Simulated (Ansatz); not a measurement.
System: L1₂ (Cu3Au-type) Ni3Si. Method: BLYP in Ansatz (plane waves, PAW).

Run with plane-wave cutoff 520 eV, 16×16×16 k mesh, Fermi–Dirac smearing 0.05 eV, no spin polarisation, scalar-relativistic PAW data made under PBE.

The volume scan:

| V (Å³/atom) | E − E_lowest (meV/atom) |
|---|---|
| 10.634 | 25.72 |
| 10.860 | 10.98 |
| 11.086 | 2.64 |
| 11.312 | 0.00 |
| 11.539 | 2.42 |
| 11.765 | 9.34 |
| 11.991 | 20.26 |

Problem. Estimate the bulk modulus and its pressure derivative from these points.

Solution. V0 = 11.313 Å³/atom, B0 = 179 GPa, B′ = 4.9 (fit to the energies at full precision).

Measured, for comparison: equilibrium volume per atom 10.81 Å³/atom (temperature not stated, not corrected to a static lattice; as tabulated in Metallic Nickel Silicides: Experiments and Theory for NiSi and First Principles …). Computed (rounded) less measured: equilibrium volume per atom +4.6 %.

The computed numbers hold no vibrational or temperature effects.

Ansatz is a first-principles code.
